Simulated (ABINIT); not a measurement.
Worked example: self-consistent single point of Rh (Fm-3m, 1 atom in the cell) in ABINIT.

Level of theory: PBE, norm-conserving pseudopotentials (PseudoDojo nc-sr-05 PBE standard) (plane waves; ABINIT).

```xyz
1
Lattice="0.0000 1.9095 1.9095 1.9095 0.0000 1.9095 1.9095 1.9095 0.0000" Properties=species:S:1:pos:R:3 pbc="T T T"
Rh     0.0000     0.0000     0.0000
```

Reference input (self-consistent single point, DFT, PBE, plane waves, norm-conserving pseudopotentials (PseudoDojo nc-sr-05 PBE standard)): pseudos = [Rh.upf]; ecut = 44 Ha; ixc = 11; occopt = 3; tsmear = 0.00367493 Ha; ngkpt = 9 9 9; nshiftk = 1; shiftk = 0 0 0; potentials = PseudoDojo nc-sr-05 PBE standard; nband = 14; kptopt = 1; nstep = 60. This run's input differs from it in these lines:

```diff
@@ -18,6 +18,6 @@
 occopt 3
-tsmear 0.00367493
+tsmear 0.00073499
 nband 14
 kptopt 1
-ngkpt 9 9 9
+ngkpt 24 24 24
 nshiftk 1
```

Log, with long lists cut:

```
--- !BeginCycle
solver: {iscf: 7, nstep: 60, nline: 4, wfoptalg: 0, }
tolerances: {toldfe: 1.00E-09, }
...

     iter   Etot(hartree)      deltaE(h)  residm     vres2
 ETOT  1  -117.22765216315    -1.172E+02 3.335E-01 1.265E+02
 ETOT  2  -117.26143315206    -3.378E-02 8.230E-02 1.211E+02
 ETOT  3  -117.28919924926    -2.777E-02 5.996E-03 2.742E-02
 ETOT  4  -117.28920600302    -6.754E-06 2.975E-03 5.044E-04
 ETOT  5  -117.28920608467    -8.165E-08 7.371E-04 3.455E-06
 ETOT  6  -117.28920608520    -5.328E-10 4.538E-04 1.366E-07
 ETOT  7  -117.28920608523    -2.775E-11 1.283E-04 2.887E-11
 At SCF step    7, etot is converged :
  for the second time, diff in etot=  2.775E-11 < toldfe=  1.000E-09

 Cartesian components of stress tensor (hartree/bohr^3)
  sigma(1 1)= -8.14318068E-05  sigma(3 2)=  0.00000000E+00
  sigma(2 2)= -8.14318068E-05  sigma(3 1)=  0.00000000E+00
  sigma(3 3)= -8.14318068E-05  sigma(2 1)=  0.00000000E+00

 ----iterations are completed or convergence reached----

 reduced coordinates (array xred) for    1 atoms
       0.000000000000      0.000000000000      0.000000000000
 cartesian forces (eV/Angstrom) at end:
    1      0.00000000000000     0.00000000000000     0.00000000000000
 frms,max,avg= 0.0000000E+00 0.0000000E+00   0.000E+00  0.000E+00  0.000E+00 e/A
 length scales=  1.000000000000  1.000000000000  1.000000000000 bohr
   [... lines left out ...]
 Fermi (or HOMO) energy (eV) =  16.10564   Average Vxc (eV)= -14.27861
   [... lines left out ...]
total_energy        : -1.17289206085230E+02
total_energy_eV     : -3.19160160941985E+03
band_energy         : -7.03871728223640E+00
...

-Cartesian components of stress tensor (GPa)         [Pressure=  2.3958E+00 GPa]
- sigma(1 1)= -2.39580607E+00  sigma(3 2)=  0.00000000E+00
- sigma(2 2)= -2.39580607E+00  sigma(3 1)=  0.00000000E+00
- sigma(3 3)= -2.39580607E+00  sigma(2 1)=  0.00000000E+00

 Calculation completed.
```

The run converged in 7 iterations. Against the reference run the free energy goes up by 11.1 meV/atom and the pressure goes from 2.98 to 2.40 GPa.

The starting cell has typed, rounded lattice constants, without a prior relaxation at this level. Its lattice was rescaled by up to half a per cent. Spin polarisation is off.

Cost on one core of a shared machine: roughly 4 min.
